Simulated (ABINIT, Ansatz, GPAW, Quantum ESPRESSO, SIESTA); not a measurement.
# Code comparison for Al2Pt (Fm-3m, 3 atoms in the cell)

Self-consistent single point.

```
Al2Pt
1.0
    0.00000     2.91142     2.91142
    2.91142     0.00000     2.91142
    2.91142     2.91142     0.00000
Al Pt
2 1
Direct
  0.25000   0.25000   0.25000
  0.75000   0.75000   0.75000
  0.00000   0.00000   0.00000
```

All programs got the same cell, k-point mesh and kind of occupations (in Ansatz's words: kpoints.mp_grid.grid = 13 13 13; scf.occupations.method = gaussian; scf.occupations.width = 0.0073 Ry); potentials, basis and cutoffs are each program's usual ones.

```
code                                                                                                                                model  pressure (GPa)  k-points       cutoff
----------------  -----------------------------------------------------------------------------------------------------------------------  --------------  --------  -----------
Quantum ESPRESSO                                                                           PBE, GBRV 1.5 ultrasoft (PBE) pseudopotentials            8.93        84        40 Ry
ABINIT                                                           PBE, norm-conserving pseudopotentials (PseudoDojo nc-sr-05 PBE standard)            9.11        84        84 Ry
Ansatz                                                                                                                     PBE, PAW files            9.22        84      default
GPAW                                                                                         PBE, GPAW PAW datasets PBE (gpaw-data 1.0.1)            9.82        84       600 eV
SIESTA            GGA PBE, numerical atomic orbitals DZP, PseudoDojo PBE standard norm-conserving potentials (rewritten from UPF to PSML)            9.98      1099  grid 350 Ry
```

The spread over the programs that give each value: pressure within 1.05 GPa.

The starting cell comes from a database of computed structures (which also holds hypothetical and non-ambient phases and stackings), without a prior relaxation at this level. Its lattice was rescaled by a random factor within 2.5 % of one. On Ansatz's run: Spin-orbit coupling is off. Spin polarisation is off. In the base run, with a pressure of about 9 GPa the cell is away from its equilibrium volume at this level.

Why do the programs differ, and what cannot be compared?

Differences of this kind can come from the potentials, where these differ, and from what each basis and cutoff leave unconverged. The valence holds different numbers of electrons (Quantum ESPRESSO 22, ABINIT 24, Ansatz (a program for electronic structure) 24, GPAW 22, SIESTA 24). The zero of total energies and Fermi levels follows the potentials and each program's conventions, so they are not compared here. SIESTA uses small atom-centred bases, whose incompleteness enters pressures, forces and empty levels differently from a plane-wave cutoff. Ansatz's pressure is given at a fixed set of plane waves, as the other plane-wave codes print theirs; with its correction for the finite basis it is 9.27 GPa. Ansatz's smearing width was typed in Ry to four decimals, so it matches the others to a few per cent. The programs reduce the same mesh by symmetry to different extents, which changes the work and not the result.

Left out of this page: Elk and FLEUR (not drawn, or without a comparable value).

Keys are those of Ansatz 0.2.
